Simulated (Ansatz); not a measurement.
# In2S3: pressure series

Base system: In2S3 in the corundum structure (space group R-3c, No. 167; a = 6.5736 Å, c = 17.6080 Å (hexagonal axes); a cell from a computed database, its experimental status unchecked).

Cell and atoms are relaxed at each pressure.

Computed with PBEsol, PAW, 420 eV (Ansatz, an electronic-structure program; no SOC).

```tsv
change	c/a ratio	lattice parameter a	electron mass
base	2.679	6.574 Å	0.073 mₑ (at Γ)
pressure −2 GPa	2.690	6.623 Å	0.063 mₑ along c, 0.059 mₑ across (at Γ)
pressure −1 GPa	2.683	6.598 Å	0.067 mₑ (at Γ)
pressure 0.3 GPa	2.677	6.567 Å	0.075 mₑ (at Γ)
pressure 0.7 GPa	2.675	6.557 Å	0.077 mₑ (at Γ)
pressure 1.5 GPa	2.672	6.540 Å	0.081 mₑ (at Γ)
pressure 3 GPa	2.663	6.510 Å	0.088 mₑ (at Γ)
pressure 5 GPa	…	…	…
pressure 7.5 GPa	2.635	6.438 Å	0.11 mₑ (at Γ)
pressure 10 GPa	2.618	6.405 Å	0.11 mₑ (at Γ)
```

Problem. Some entries are withheld; estimate them.

Solution. 
- pressure 5 GPa, c/a ratio: 2.650
- pressure 5 GPa, lattice parameter a: 6.476 Å
- pressure 5 GPa, electron mass: 0.096 mₑ (at Γ)

The levels and masses belong to the bands next to the band gap. Load acts through the strain it causes; cell and atoms are relaxed under it. Effective masses come from finite differences of ±0.01 Å⁻¹. No phonon test of stability was made. Competing high-pressure phases were not computed.
